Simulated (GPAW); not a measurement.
Input and output of a self-consistent single point for Cd2Hg (I4/mmm, 3 atoms in the cell) (GPAW).

Method of the run: PBEsol, GPAW PAW datasets PBEsol (made by gpaw-setup) (plane waves; GPAW).

The change in words: lattice scaled by 0.98. Reference geometry:
```yaml
crystal:
  lattice:
    - [-1.98552, 1.98552, 4.24067]
    - [1.98552, -1.98552, 4.24067]
    - [1.98552, 1.98552, -4.24067]
  atoms:
    - { symbol: Cd, position: [0.33421, 0.33421, 0.00000] }
    - { symbol: Cd, position: [0.66579, 0.66579, 0.00000] }
    - { symbol: Hg, position: [0.00000, 0.00000, 0.00000] }
```

Reference input (self-consistent single point, DFT PBEsol, plane waves, GPAW PAW datasets PBEsol (made by gpaw-setup)): mode = pw; ecut = 550 eV; xc = PBEsol; kpts = 10 10 10; mesh shift (steps) = 0 0 0; occupations.name = methfessel-paxton; occupations.width = 0.272 eV; occupations.order = 0; nbands = -9; convergence.density = 1e-05 e/electron; convergence.energy = 1e-05 eV/electron; symmetry.symmorphic = false. This run's input differs from it in these lines:

```diff
@@ -5,7 +5,7 @@
 atoms = Atoms(['Cd', 'Cd', 'Hg'],
-              cell=[[-1.985519, 1.985519, 4.240667],
-                    [1.985519, -1.985519, 4.240667],
-                    [1.985519, 1.985519, -4.240667]],
-              positions=[[0.000000, -0.000000, 2.834547],
-                         [-0.000000, 0.000000, 5.646787],
+              cell=[[-1.945809, 1.945809, 4.155854],
+                    [1.945809, -1.945809, 4.155854],
+                    [1.945809, 1.945809, -4.155854]],
+              positions=[[0.000000, -0.000000, 2.777856],
+                         [0.000000, -0.000000, 5.533852],
                          [0.000000, 0.000000, 0.000000]],
```

Output (repeated stretches shortened):

```
     iter     time        total  log10-change:
                         energy   eigst   dens
iter:   1 --:--:--    -4.269558
iter:   2 --:--:--    -4.242286   -1.46  -1.49
iter:   3 --:--:--    -4.234444   -1.65  -1.51
iter:   4 --:--:--    -4.182565   -3.33  -2.00
iter:   5 --:--:--    -4.107692   -2.50  -2.06
iter:   6 --:--:--    -4.107164   -3.96  -2.66
iter:   7 --:--:--    -4.113946   -3.95  -2.63
iter:   8 --:--:--    -4.104894   -3.52  -2.59
iter:   9 --:--:--    -4.104705   -5.16  -3.10
iter:  10 --:--:--    -4.105104c  -4.14  -3.23
iter:  11 --:--:--    -4.104915c  -5.59  -3.33
iter:  12 --:--:--    -4.104904c  -6.33  -3.54
iter:  13 --:--:--    -4.104917c  -6.09  -3.56
iter:  14 --:--:--    -4.104907c  -6.45  -4.27
iter:  15 --:--:--    -4.104905c  -7.25  -4.40
iter:  16 --:--:--    -4.104901c  -6.49  -4.43
iter:  17 --:--:--    -4.104901c  -8.07c -4.65
iter:  18 --:--:--    -4.104901c  -7.86c -4.66
iter:  19 --:--:--    -4.104901c  -8.12c -4.69
iter:  20 --:--:--    -4.104901c  -8.34c -5.17c
Converged after 20 iterations.

Dipole moment: (0.000000, -0.000000, 0.000000) |e|*Ang

Energy contributions relative to reference atoms: (reference = -837214.909257)

Kinetic:        +28.841598
Potential:      -20.530530
External:        +0.000000
XC:             -10.515790
Entropy (-ST):   -0.040875
Local:           -1.879743
SIC:             +0.000000
--------------------------
Free energy:     -4.125339
Extrapolated:    -4.104901

Showing only first 2 kpts
 Kpt  Band  Eigenvalues  Occupancy
  0    19      9.60068    0.00000
  0    20      9.66014    0.00000
  0    21     11.97791    0.00000
  0    22     12.53518    0.00000

  1    19      9.71633    0.00000
  1    20      9.74220    0.00000
  1    21     10.18024    0.00000
  1    22     10.84766    0.00000

Fermi level: 8.06275

No gap
No difference between direct/indirect transitions
Energy (eV): -4.104901

Forces in eV/Ang:
  0 Cd   -0.00000   -0.00000   -0.05256
  1 Cd   -0.00000   -0.00000    0.05256
  2 Hg    0.00000    0.00000   -0.00000

Stress tensor:
    -0.007929     0.000000    -0.000000
     0.000000    -0.007929    -0.000000
    -0.000000    -0.000000    -0.042827
Stress (GPa, Voigt): [-1.2703 -1.2703 -6.8617 -0.     -0.      0.    ]
```

The run converged in 20 iterations. GPAW prints stress with tension positive. Against the reference run the free energy goes up by 9.0 meV/atom, the pressure goes from -0.89 to 3.13 GPa and the largest force goes from 0.047 to 0.053 eV/Å.

The starting cell comes from a database of computed structures (which also holds hypothetical and non-ambient phases and stackings), without a prior relaxation at this level. Its lattice was rescaled by a random factor within 2.5 % of one. For this run, on top of that: lattice scaled by 0.98. With a pressure of about 3 GPa the cell is away from its equilibrium volume at this level.

Cost on one core of a shared machine: roughly 2 min.
